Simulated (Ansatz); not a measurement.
CsCl-type CuZn, treated with PBE-D3(BJ) (PAW; Ansatz, a quantum-chemistry and plane-wave program).

Run with plane-wave cutoff 520 eV, 18×18×18 k mesh, Fermi–Dirac smearing 0.05 eV, no spin polarisation, scalar-relativistic PAW data made under PBE.

The volume scan:

```tsv
V (Å³/atom)	E − E_lowest (meV/atom)	P (GPa)
11.592	21.08	9.71
11.839	8.98	6.08
12.085	2.16	2.86
12.332	0.00	0.00
12.579	1.99	-2.54
12.825	7.66	-4.78
13.072	16.59	-6.78
```

Task: Fit the third-order Birch–Murnaghan equation and give B0 and B′.

Result: V0 = 12.332 Å³/atom, B0 = 134 GPa, B′ = 5.0 (fit to the energies at full precision).

Measured, for comparison: bulk modulus 116 GPa (temperature not stated, no zero-point or thermal correction; as tabulated in Nepal et al. (2020), arXiv:2007.11150); equilibrium volume per atom 12.93 Å³/atom (temperature not stated, no zero-point or thermal correction; as tabulated in First-Principles Study on the Electrical and Thermal Conductivities of Cu–Zn …). Computed (rounded) less measured: bulk modulus +16 %, equilibrium volume per atom -4.6 %.
